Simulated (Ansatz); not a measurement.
# Habitual settings against a tight run: La2Ge3 (Imm2, 5 atoms in the cell)

Self-consistent single point.

```
La2Ge3
1.0
   -2.11485     2.18718     7.44577
    2.11485    -2.18718     7.44577
    2.11485     2.18718    -7.44577
La Ge
2 3
Direct
  0.74965   0.24965   0.50000
  0.99969   0.99969   0.00000
  0.59161   0.59161   0.00000
  0.32156   0.82156   0.50000
  0.42249   0.42249   0.00000
```

Method: PBEsol, PAW files made with PBE (plane waves; Ansatz, an electronic-structure program).

Base settings: basis.ecutwfc = 420 eV; kpoints.mp_grid.grid = 7 7 7; hamiltonian.xc = pbesol; hamiltonian.pseudopotentials = {kind: paw} (the program's default PAW files); scf.occupations.method = methfessel_paxton; scf.occupations.width = 0.272 eV.

Tight run (finer mesh or higher cutoff; not a proven limit): basis.ecutwfc: 420 eV → 590 eV; kpoints.mp_grid.grid: 7 7 7 → 10 10 10; scf.convergence.dr2_threshold: default (1e-07 eV) → 1e-09 eV. It gave Fermi level (on the code's own zero) 9.83 eV; pressure -4.96 GPa; largest force (vector length) 0.161 eV/Å.

Quick runs, as changes from the base:
- A: the base itself
- B: basis.ecutwfc: 420 eV → 250 eV; kpoints.mp_grid.grid: 7 7 7 → 1 1 1; scf.occupations.method: methfessel_paxton → fermi_dirac; scf.occupations.width: 0.272 eV → 0.136 eV; kpoints.mp_grid.shift: default → 0.5 0.5 0.5
- C: basis.ecutwfc: 420 eV → 335 eV; kpoints.mp_grid.grid: 7 7 7 → 6 6 6; scf.occupations.method: methfessel_paxton → cold; scf.occupations.width: 0.272 eV → 0.2 eV; kpoints.mp_grid.shift: default → 0.5 0.5 0.5; scf.convergence.dr2_threshold: default (1e-07 eV) → 0.001 eV
- D: basis.ecutwfc: 420 eV → 295 eV; kpoints.mp_grid.grid: 7 7 7 → 8 8 8; kpoints.mp_grid.shift: default → 0.5 0.5 0.5; scf.convergence.dr2_threshold: default (1e-07 eV) → 0.001 eV
- E: basis.ecutwfc: 420 eV → 335 eV; kpoints.mp_grid.grid: 7 7 7 → 2 2 2; scf.occupations.method: methfessel_paxton → fermi_dirac; scf.occupations.width: 0.272 eV → 0.5 eV; scf.convergence.dr2_threshold: default (1e-07 eV) → 0.0001 eV
- F: basis.ecutwfc: 420 eV → 210 eV; kpoints.mp_grid.grid: 7 7 7 → 8 8 8; hamiltonian.xc: pbesol → lda; kpoints.mp_grid.shift: default → 0.5 0.5 0.5; scf.convergence.dr2_threshold: default (1e-07 eV) → 0.0001 eV [LDA (PW92)]

Energies are extrapolated to zero smearing width, which holds to low order in the width alone.

Dashes: energy of F, another energy zero.

† marks runs with another functional, U, potentials or spin treatment: their distance from the tight run is not a convergence error alone.

The count of work is k-points × plane waves × bands × iterations; it is no time. 

Pressures in the table are Ansatz's without its Pulay estimate, at a fixed set of plane waves; the tight run's value above holds the estimate.

The starting cell comes from a database of computed structures (which also holds hypothetical and non-ambient phases and stackings), without a prior relaxation at this level. Its lattice was rescaled by a random factor within 2.5 % of one. In the base run, with a pressure of about -5 GPa the cell is away from its equilibrium volume at this level.

```
run  energy less tight (meV/atom)  pressure less tight (GPa)  largest miss in a force vector (eV/Å)  count of work / tight
---  ----------------------------  -------------------------  -------------------------------------  ---------------------
A                             0.6                      -0.01                                  0.023                   0.18
B                          1425.4                     -12.71                                  3.377                 0.0013
C                             7.8                      -0.48                                  0.060                  0.048
D                            58.6                      -2.96                                  0.038                  0.084
E                            66.5                       1.34                                  0.615                  0.011
F†                              –                     -56.36                                  0.056                  0.058
```

Among the runs at the tight run's level, the energy misses run from 0.6 to 1425.4 meV/atom.

Keys are those of Ansatz 0.2.
